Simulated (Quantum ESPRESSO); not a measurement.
A working Quantum ESPRESSO input for Mg₂B₂O₅ (P-1, 18 atoms in the cell) (DFT, PBEsol, plane waves, GBRV 1.5 ultrasoft (PBESOL) pseudopotentials):

```fortran
&CONTROL
   calculation = 'scf',
   prefix = 'mg2b2o5',
   outdir = './tmp',
   pseudo_dir = './',
   tprnfor = .true.,
   tstress = .true.,
/
&SYSTEM
   ibrav = 0,
   nat = 18,
   ntyp = 3,
   ecutwfc = 40,
   ecutrho = 200,
   occupations = 'fixed',
   nbnd = 64,
/
&ELECTRONS
   conv_thr = 1.0d-10,
/
ATOMIC_SPECIES
Mg    24.3050  mg_pbesol_v1.4.uspp.F.UPF
B     10.8100  b_pbesol_v1.4.uspp.F.UPF
O     15.9990  o_pbesol_v1.2.uspp.F.UPF
ATOMIC_POSITIONS {crystal}
Mg    0.2344100000    0.2080700000    0.8533500000
Mg    0.7655900000    0.7919300000    0.1466500000
Mg    0.7382400000    0.3740200000    0.6031500000
Mg    0.2617600000    0.6259800000    0.3968500000
B     0.7999700000    0.3183800000    0.1426300000
B     0.2000300000    0.6816200000    0.8573700000
B     0.8350100000    0.8794800000    0.6686000000
B     0.1649900000    0.1205200000    0.3314000000
O     0.2766500000    0.9065700000    0.3201300000
O     0.7233500000    0.0934300000    0.6798700000
O     0.2374600000    0.3044300000    0.4468900000
O     0.7625400000    0.6955700000    0.5531100000
O     0.9366300000    0.1386400000    0.2003200000
O     0.0633700000    0.8613600000    0.7996800000
O     0.2693000000    0.7255200000    0.0058900000
O     0.7307000000    0.2744800000    0.9941100000
O     0.7558200000    0.5223900000    0.2413300000
O     0.2441800000    0.4776100000    0.7586700000
K_POINTS {automatic}
9 5 3  0 0 0
CELL_PARAMETERS {angstrom}
   3.0434750000     0.0000000000     0.0000000000
  -0.2216470000     6.0383150000     0.0000000000
  -0.0264460000    -2.2315850000     8.7334720000
```

The run converged in 13 iterations: free energy E − TS -11567.8086 eV; top of the valence band (on the code's own zero) 5.78 eV; gap on the k-point mesh 5.63 eV; pressure 14.10 GPa; largest force (vector length) 1.258 eV/Å. Each of these slips is then made, one at a time:

(1)
```diff
-   pseudo_dir = './',
+   pseudodir = './',
```

(2)
```diff
-   nbnd = 64,
+   nbnd = 55,
```

Q: Predict the outcome of each change.

A: 
(1) A keyword that the program does not know. The program stopped before any SCF iteration.
```
Error in routine  read_namelists (1):
bad line in namelist &control: "   pseudodir = './'," (error could be in the previous line)
```

(2) Too few bands. The program stopped before any SCF iteration.
```
Error in routine setup (1):
too few bands
```

The starting cell comes from a database of computed structures (which also holds hypothetical and non-ambient phases and stackings), without a prior relaxation at this level. Its lattice was rescaled by a random factor within 2.5 % of one. In the base run, with a pressure of about 14 GPa the cell is away from its equilibrium volume at this level. In the base run, forces exceed 1 eV/Å.

Left out of this page: 4 runs of the series outside the window shown, repeating another row's setting, or not comparable.
